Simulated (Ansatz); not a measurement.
CaO (Fm-3m), PBEsol, rigid bands run with Ansatz (a first-principles code): band gap 3.55 eV, N_c = 3.77e19 cm⁻³ and N_v = 1.53e20 cm⁻³ at 300 K, conductivity masses of 0.556 mₑ (electrons) and 1.35 mₑ (holes). Take k_BT = 0.02585 eV.

### Question
What thermal injection velocity √(2k_BT/πm) limits a ballistic channel?

### Answer
7.22e6 cm/s for electrons and 4.63e6 cm/s for holes, a ratio of √(m_h/m_e) = 1.56, for dilute carriers.

### Question
Find the intrinsic carrier density and the intrinsic Fermi level.

### Answer
n_i = √(N_c N_v) exp(−E_g/2k_BT) = 7.59e19 × exp(−68.66) = 1.2e-10 cm⁻³. The level lies (k_BT/2) ln(N_v/N_c) = 18 meV from mid-gap (positive towards the conduction band). Each 0.1 eV added to the gap lowers n_i by a factor of 6.9.

### Question
A film of it is 3 nm thick. Estimate the confinement energies in an infinite well.

### Answer
ħ²π²/(2m t²) = 0.376 eV·nm²/(m/mₑ × t²) gives 75.1 meV for electrons and 30.9 meV for holes, so the gap would widen to about 3.66 eV. Finite barriers and nonparabolic bands lower this, and with several valleys or bands the heaviest mass along the normal sets the lowest level, not this average.

Rigid, parabolic bands with the computed gap; masses take one relaxation time for all states. Spin-orbit coupling is left out; where it splits the top of the valence band, N_v and the p-type Seebeck coefficient come out somewhat high without it.
